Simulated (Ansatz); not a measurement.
Given:

```
CdGeAs2
1.0
    5.97959     0.00000     0.00000
    0.00000     5.97959     0.00000
    2.98979    -2.98979     5.81780
Cd Ge As
2 2 4
Cartesian
  2.98979   0.00000   2.90890
  0.00000   0.00000   0.00000
  5.97959   2.98979   2.90890
  2.98979   2.98979   0.00000
  4.63954   1.49490   4.36335
  7.31963  -1.49490   4.36335
  1.49490   1.64975   1.45445
  4.48469   4.32984   1.45445
```

No spin polarisation.

Computed with PBE in Ansatz (plane waves to 420 eV, PAW, no spin-orbit coupling). k-mesh 8×8×8 (Γ-centred); smearing 0.05 eV (Fermi–Dirac).

Q: Predict the pressure and space group.

A: 
- Pressure (mean of the normal stresses, compression positive): 0.56 GPa
- Space group: I-42d (No. 122)

The cells carry an imposed strain or load. Whether these cells are dynamically stable was not tested. The cell was made from CdGeAs$_{2}$ in the chalcopyrite structure (space group I-42d, No. 122) by this change: biaxial strain −1.12 %, plane normal [001], relaxed out of plane.

Ansatz is a program for electronic structure.
